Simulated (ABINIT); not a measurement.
**Worked example: self-consistent single point of Cu (Fm-3m, 1 atom in the cell) in ABINIT**

Computed with PBEsol, PAW (JTH v2.0 PBE PAW, files made for PBE) (plane waves; ABINIT).

Input as run:

```
# Cu, JTH v2.0 PBE PAW
pp_dirpath "./"
pseudos "Cu.GGA_PBE-JTH.xml"
acell 4.8849873858 4.8849873858 4.8849873858
rprim
         0.0000000000    0.7071067812    0.7071067812
         0.7071067812    0.0000000000    0.7071067812
         0.7071067812    0.7071067812    0.0000000000
natom 1
ntypat 1
znucl 29
typat 1
xred    0.0000000000    0.0000000000    0.0000000000
ecut 30
pawecutdg 60
pawxcdev 0
ixc -116133
occopt 7
tsmear 0.00183747
nband 15
kptopt 1
ngkpt 10 10 10
nshiftk 1
shiftk 0.5 0.5 0.5
chksymbreak 0
nstep 100
tolvrs 1.0e-11
prtwf 0
prtden 0
prtvol 1
enunit 2
```

Log, with long lists cut:

```
 Symmetries : space group Fm -3 m (#225); Bravais cF (face-center cubic)

 -outvars: echo values of preprocessed input variables --------
            acell      4.8849873858E+00  4.8849873858E+00  4.8849873858E+00 Bohr
      chksymbreak           0
             ecut      3.00000000E+01 Hartree
           enunit           2
              ixc     -116133
         kptrlatt       10    0    0      0   10    0      0    0   10
          kptrlen      4.88498739E+01
            natom           1
            nband          15
            ngfft          27      27      27
          ngfftdg          36      36      36
             nkpt         110
            nstep         100
             nsym          48
           ntypat           1
           occopt           7
        pawecutdg      6.00000000E+01 Hartree
         pawxcdev           0
            rprim      0.0000000000E+00  7.0710678120E-01  7.0710678120E-01
                       7.0710678120E-01  0.0000000000E+00  7.0710678120E-01
                       7.0710678120E-01  7.0710678120E-01  0.0000000000E+00
           shiftk      5.00000000E-01  5.00000000E-01  5.00000000E-01
          spgroup         225
           tolvrs      1.00000000E-11
           tsmear      1.83747000E-03 Hartree
            typat      1
           useylm           1
            znucl       29.00000

== DATASET  1 ==================================================================

 Real(R)+Recip(G) space primitive vectors, cartesian coordinates (Bohr,Bohr^-1):
 R(1)=  0.0000000  3.4542077  3.4542077  G(1)= -0.1447510  0.1447510  0.1447510
 R(2)=  3.4542077  0.0000000  3.4542077  G(2)=  0.1447510 -0.1447510  0.1447510
 R(3)=  3.4542077  3.4542077  0.0000000  G(3)=  0.1447510  0.1447510 -0.1447510
 Unit cell volume ucvol=  8.2428110E+01 bohr^3
 Angles (23,13,12)=  6.00000000E+01  6.00000000E+01  6.00000000E+01 degrees

 Coarse grid specifications (used for wave-functions):

 getcut: wavevector=  0.0000  0.0000  0.0000  ngfft=  27  27  27
         ecut(hartree)=     30.000   => boxcut(ratio)=   2.16185

 Fine grid specifications (used for densities):

 getcut: wavevector=  0.0000  0.0000  0.0000  ngfft=  36  36  36
         ecut(hartree)=     60.000   => boxcut(ratio)=   2.11348

   7.07019918E+02                                ecore*ucvol(ha*bohr**3)

 newkpt: prtvol=0 or 1, do not print more k-points.
_setup2: Arith. and geom. avg. npw (full set) are     646.892     646.862

--- !BeginCycle
solver: {iscf: 17, nstep: 100, nline: 4, wfoptalg: 10, }
tolerances: {tolvrs: 1.00E-11, }
...

     iter   Etot(hartree)      deltaE(h)  residm     nres2
 ETOT  1  -194.12872662545    -1.941E+02 6.073E+01 3.064E+01
 ETOT  2  -198.17548774193    -4.047E+00 3.006E-01 2.159E+02
 ETOT  3  -197.92789762692     2.476E-01 1.313E-01 3.728E+01
 ETOT  4  -197.85950470427     6.839E-02 7.291E-02 2.656E+00
 ETOT  5  -197.85348071452     6.024E-03 6.155E-01 8.717E-01
 ETOT  6  -197.85232702953     1.154E-03 1.090E-02 4.506E-01
   [... 10 lines left out ...]
 ETOT 17  -197.85106386557     1.228E-11 4.573E-05 1.262E-09
 ETOT 18  -197.85106386558    -1.478E-12 1.816E-04 7.211E-10
 ETOT 19  -197.85106386557     1.393E-12 3.195E-05 3.323E-11
 ETOT 20  -197.85106386557     8.811E-13 1.015E-04 1.402E-11
 ETOT 21  -197.85106386557    -5.684E-14 2.921E-05 7.826E-12

 At SCF step   21       nres2   =  7.83E-12 < tolvrs=  1.00E-11 =>converged.

 Cartesian components of stress tensor (hartree/bohr^3)
  sigma(1 1)=  3.64706884E-04  sigma(3 2)=  0.00000000E+00
  sigma(2 2)=  3.64706884E-04  sigma(3 1)=  0.00000000E+00
  sigma(3 3)=  3.64706884E-04  sigma(2 1)=  0.00000000E+00

 ----iterations are completed or convergence reached----

 reduced coordinates (array xred) for    1 atoms
       0.000000000000      0.000000000000      0.000000000000
 cartesian forces (eV/Angstrom) at end:
    1     -0.00000000000000    -0.00000000000000    -0.00000000000000
 frms,max,avg= 0.0000000E+00 0.0000000E+00   0.000E+00  0.000E+00  0.000E+00 e/A
 length scales=  4.884987385800  4.884987385800  4.884987385800 bohr
              =  2.585023988815  2.585023988815  2.585023988815 angstroms
 Fermi (or HOMO) energy (hartree) =   0.23920   Average Vxc (hartree)=  -0.44003
 Eigenvalues (hartree) for nkpt= 110  k points:
 kpt#   1, nband= 15, wtk=  0.00200, kpt=  0.0500  0.0500  0.0500 (reduced coord)
  -3.88303   -2.32008   -2.32001   -2.32001   -0.09386    0.13293    0.13423    0.13423
   0.16264    0.16264    1.04525    1.10676    1.13691    1.13691    1.25144
      occupation numbers for kpt#   1
   2.00000    2.00000    2.00000    2.00000    2.00000    2.00000    2.00000    2.00000
   2.00000    2.00000    0.00000    0.00000    0.00000    0.00000    0.00000
 prteigrs : prtvol=0 or 1, do not print more k-points.

 Fermi (or HOMO) energy (eV) =   6.50905   Average Vxc (eV)= -11.97379
 Eigenvalues (   eV  ) for nkpt= 110  k points:
 kpt#   1, nband= 15, wtk=  0.00200, kpt=  0.0500  0.0500  0.0500 (reduced coord)
-105.66255  -63.13264  -63.13070  -63.13070   -2.55401    3.61711    3.65263    3.65263
   4.42575    4.42575   28.44264   30.11654   30.93677   30.93677   34.05330
 prteigrs : prtvol=0 or 1, do not print more k-points.

--- !EnergyTerms
comment             : Components of total free energy in Hartree
kinetic             :  1.09641342223688E+01
hartree             :  4.20493605784855E+01
xc                  : -2.71530428268704E+00
Ewald energy        : -1.19791233573206E+02
psp_core            :  8.57741270746931E+00
local_psp           : -1.04750222580755E+02
spherical_terms     : -3.21852019373233E+01
internal            : -1.97851054865648E+02
'-kT*entropy'       : -9.88440185402793E-06
total_energy        : -1.97851064750050E+02
total_energy_eV     : -5.38380127002332E+03
...

-Cartesian components of stress tensor (GPa)         [Pressure= -1.0730E+01 GPa]
- sigma(1 1)=  1.07300452E+01  sigma(3 2)=  0.00000000E+00
- sigma(2 2)=  1.07300452E+01  sigma(3 1)=  0.00000000E+00
- sigma(3 3)=  1.07300452E+01  sigma(2 1)=  0.00000000E+00

 Calculation completed.
```

The run converged in 21 iterations.

The starting cell comes from a database of computed structures (which also holds hypothetical and non-ambient phases and stackings), without a prior relaxation at this level. Its lattice was rescaled by a random factor within 2.5 % of one. Spin polarisation is off. The potentials were made for another functional than the one used. With a pressure of about -11 GPa the cell is away from its equilibrium volume at this level.

Cost on one core of a shared machine: roughly 80 s.
